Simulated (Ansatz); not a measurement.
The reference is MgO (space group P4_2/mnm, No. 136; a = 5.565 Å, c = 3.292 Å; a hypothetical phase, not in the database extracts checked).

Method: PBE (Ansatz, an electronic-structure program, PAW, no spin-orbit coupling).

Before the change:

| Property | Result |
|---|---|
| Pressure | 0.00 GPa |

Modification: an isotropic linear strain of −1.76 %; the atoms relax in the strained cell.

Task: Predict the new energy relative to the base and pressure.

Result: The energy increases by 13 meV/atom; the pressure (mean of the normal stresses, compression positive) goes from zero to 6.47 GPa.

Whether these cells are dynamically stable was not tested.
